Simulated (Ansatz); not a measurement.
For SrMoO4 (I4₁/a, No. 88, 12 atoms in the cell; start mp-1179149), LDA (plane waves, PAW; Ansatz, a quantum-chemistry and plane-wave program) gives:

| Property | Result |
|---|---|
| lattice parameter a | 5.317 Å |
| c axis length | 11.640 Å |

Task: What does r²SCAN-D4 (plane waves, PAW; Ansatz) give for the same quantities?

Result: 
- lattice constant a: 5.395 Å (grows by 1.5 %)
- lattice parameter c: 11.935 Å (increases by 2.5 %)

Changes are worked out from the printed values.

Unless a cell is named, each level is at its own relaxed cell (LDA 13.71, r²SCAN-D4 14.47 Å³/atom).

Caveats: the relaxation could not lower the start's symmetry, so the cell can be a saddle point above a distorted one (LDA, r²SCAN-D4). Ansatz's density-functional and Hartree–Fock values are scalar-relativistic unless marked +SOC, with PAW data made under PBE.

A start named mp-… is a Materials Project structure, which need not be a measured phase.
